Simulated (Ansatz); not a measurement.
The starting structures come from a database of crystals and need not be the phases stable at ambient conditions.

By LDA and PBEsol, the system below comes out a metal.

Here is the system:

```
CELL_PARAMETERS angstrom
      4.12294     0.00000     0.00000
     -2.06147     3.57057     0.00000
      0.00000     0.00000     5.13888
ATOMIC_POSITIONS crystal
  Ba 0.00000 0.00000 0.00000
  Si 0.66667 0.33333 0.50000
  Si 0.33333 0.66667 0.50000
```

Space group of this cell: P6/mmm. The cell is taken as given; by PBEsol its mean pressure is -2.0 GPa.

The current runs along the normal of the first two printed vectors, the (001) plane. All runs by Ansatz (a program for electronic structure), plane waves and PAW, without spin-orbit coupling; the base is PBEsol.

| run | mean pressure (GPa) | G/A, both spins (10¹⁵ S/m²) |
|---|---|---|
| base | -2.0 | 0.33 |
| all lengths scaled by 0.98 | 1.3 | 0.36 |
| all lengths scaled by 1.02 | -4.2 | 0.31 |
| lda in place of pbesol | -3.3 | 0.34 |
| lengths across the current scaled by 0.98, ions clamped | 0.2 | … |
| lengths across the current scaled by 1.02, ions clamped | -3.5 | 0.33 |
| lengths along the current scaled by 0.97, ions clamped | -0.5 | … |
| lengths along the current scaled by 1.03, ions clamped | -3.2 | 0.33 |

Question: Fill in the missing entries.

Answer: 
- lengths across the current scaled by 0.98, ions clamped, G/A, both spins (10¹⁵ S/m²): 0.35
- lengths along the current scaled by 0.97, ions clamped, G/A, both spins (10¹⁵ S/m²): 0.35
